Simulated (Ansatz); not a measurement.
Worked example: relaxation of cell and atoms of KMgF₃ (Pm-3m, 5 atoms in the cell) in Ansatz (a program for electronic structure).

Level of theory: LDA (PW92), default PAW files made with PBE (plane waves; Ansatz).

The change in words: atoms on their sites; basis.ecutwfc: 420 eV → 250 eV; relax: default → cell and atoms. Reference geometry:
```
CELL_PARAMETERS angstrom
      4.00995     0.00000     0.00000
      0.00000     4.00995     0.00000
      0.00000     0.00000     4.00995
ATOMIC_POSITIONS crystal
  K  0.00000 0.00000 0.01247
  Mg 0.50000 0.50000 0.50000
  F  0.50000 0.00000 0.50000
  F  0.00000 0.50000 0.50000
  F  0.50000 0.50000 0.00000
```

Reference input (self-consistent single point, DFT, LDA (PW92), plane waves, default PAW files made with PBE): basis.ecutwfc = 420 eV; kpoints.mp_grid.grid = 6 6 6; hamiltonian.xc = lda; hamiltonian.pseudopotentials = {kind: paw} (the program's default PAW files); scf.occupations.method = fermi_dirac; scf.occupations.width = 0.02 eV. This run's input differs from it in these lines:

Ansatz 0.2 input:
```diff
@@ -7,3 +7,3 @@
   atoms:
-    - { symbol: K, position: [0.000000, 0.000000, 0.012469] }
+    - { symbol: K, position: [0.000000, 0.000000, 0.000000] }
     - { symbol: Mg, position: [0.500000, 0.500000, 0.500000] }
@@ -13,3 +13,3 @@
 basis:
-  ecutwfc: 420.0
+  ecutwfc: 250.0
 kpoints:
@@ -21,2 +21,4 @@
   occupations: { method: fermi_dirac, width: 0.02 }
+relax:
+  cell: {}
 output:
```

Log, with long lists cut:

```
   [... SCF lines of the steps left out ...]
relax step   1: F+E_penalty+E_count = -5778.03106371 eV  Δ(F+E_penalty+E_count) = +0.000e0 eV  max|allowed force component| = 1.233e-28 eV/Å  Δτ_max = 0.0000 Å  P = -8.398 GPa  Ω = 64.479 Å³  (7 SCF iters, dr2 threshold 1.00e-7 eV, accepted)
relax step   2: F+E_penalty+E_count = -5780.26027922 eV  Δ(F+E_penalty+E_count) = -2.229e0 eV  max|allowed force component| = 3.860e-29 eV/Å  Δτ_max = 0.0000 Å  P = +16.140 GPa  Ω = 61.138 Å³  energy of the carried Pulay correction = +2.307e0 eV  (6 [...]
   [... lines left out ...]
relax step 119: F+E_penalty+E_count = -5778.23149551 eV  Δ(F+E_penalty+E_count) = +1.137e-2 eV  max|allowed force component| = 1.409e-29 eV/Å  Δτ_max = 0.0000 Å  P = +0.000 GPa  Ω = 57.476 Å³  energy of the carried Pulay correction = -1.138e-2 eV  [...]
relax step 120: F+E_penalty+E_count = -5778.31837159 eV  Δ(F+E_penalty+E_count) = -8.688e-2 eV  max|allowed force component| = 8.625e-30 eV/Å  Δτ_max = 0.0000 Å  P = -0.215 GPa  Ω = 57.476 Å³  stress off target by 2.15e-1 GPa  SCF on the basis [...]
basis re-selected at this cell: Δ(F+E_penalty+E_count) = -8.688e-2 eV, ΔP = -0.215 GPa vs the last step
   [... lines left out ...]
Free energy (F): -5778.318372 eV
Fermi energy:    7.143412 eV
Error: variable-cell relaxation did not converge after 120 `relax_step` rows, as none of its last 51 fresh-basis SCF(s) at a relaxed cell met both thresholds with a finite energy. The last misses `relax.cell.stress_tol`: largest allowed force component 8.62e-30 eV/Å (`relax.f_tol` 1.00e-2 eV/Å), stress off the target on the free part of the cell 2.15e-1 GPa (`relax.cell.stress_tol` 5.00e-2 GPa), F+E_penalty+E_count -5778.31837159 eV. The closest is row 54, whose structure comes with this error. Larger ratio of force or stress to its threshold at each such SCF whose figures are numbers: 149.109, 97.987, 67.940, 51.857, 20.419, 24.449, 12.805, 11.559, 7.557, 7.081, 5.859, 7.839, [...]
   [... lines left out ...]
to start a new deck from the relaxed geometry:
  cell:  # Å, volume = 57.6377 Å³
    - [3.862800432879752, -5.270758682646387e-31, 3.008262449592356e-33]
    - [-5.314413094719165e-31, 3.862800432879752, 0.0]
    - [3.008262449592356e-33, 0.0, 3.862800432879752]
  atoms:
    - { symbol: K, position: [5.057046574075241e-45, 7.545390174795599e-46, 3.917722042018355e-46] }
    - { symbol: Mg, position: [0.5, 0.5, 0.5] }
    - { symbol: F, position: [0.5, 4.926439913641935e-46, 0.5] }
    - { symbol: F, position: [-3.93396753937282e-45, 0.5, 0.5] }
    - { symbol: F, position: [0.5, 0.5, 8.416001519138306e-47] }
```

The relaxation ended unconverged. 

The starting cell has typed, rounded lattice constants, without a prior relaxation at this level. Its lattice was rescaled by up to half a per cent. The cutoff lies below the one recommended for these files.

Cost on one core of a shared machine: roughly 90 s.
